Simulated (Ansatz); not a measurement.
Li₂MnSiS₄ (space group I-4, No. 82; ferromagnetic; a hypothetical phase, not in the database extracts checked)

Space group I-4 (No. 82); a = 5.5266 Å, b = 5.5266 Å, c = 10.1978 Å, α = 90.00°, β = 90.00°, γ = 90.00°

| atom | site | symmetry | x | y | z |
|---|---|---|---|---|---|
| Li | 2a | -4.. | 0.0000 | 0.0000 | 0.0000 |
| Li | 2c | -4.. | 0.0000 | 0.5000 | 0.2500 |
| Mn | 2d | -4.. | 0.5000 | 0.0000 | 0.2500 |
| Si | 2b | -4.. | 0.0000 | 0.0000 | 0.5000 |
| S | 8g | 1 | 0.2275 | 0.2226 | 0.3809 |
(The calculation used a cell of 8 atoms; values per cell refer to that cell.)

Level of theory: plane-wave PAW DFT at the PBEsol level (Ansatz, a first-principles code, 420 eV), spin-orbit coupling left out. k-mesh 9×9×9 (Γ-centred); smearing 0.05 eV (Fermi–Dirac).

| Property | Result |
|---|---|
| Volume per atom | 19.47 Å³ |
| Density | 2.40 g/cm³ |
| Band gap | 1.22 eV, indirect, X → M |
| Electron mass | 0.82 mₑ along k, 1.3 mₑ across |
| Magnetic state | ferromagnetic |
| Total energy | -1055.415 eV/atom (σ→0; compares only within this code and set-up) |

Other magnetic orders, which the real material may have, were not ruled out. Masses are band curvatures over ±0.01 Å⁻¹ around the edge. Along k means along the line from Γ to the band edge. Stability against distortions was not tested. Where the two band edges lie in opposite spin channels, the gap is a spin-flip gap.
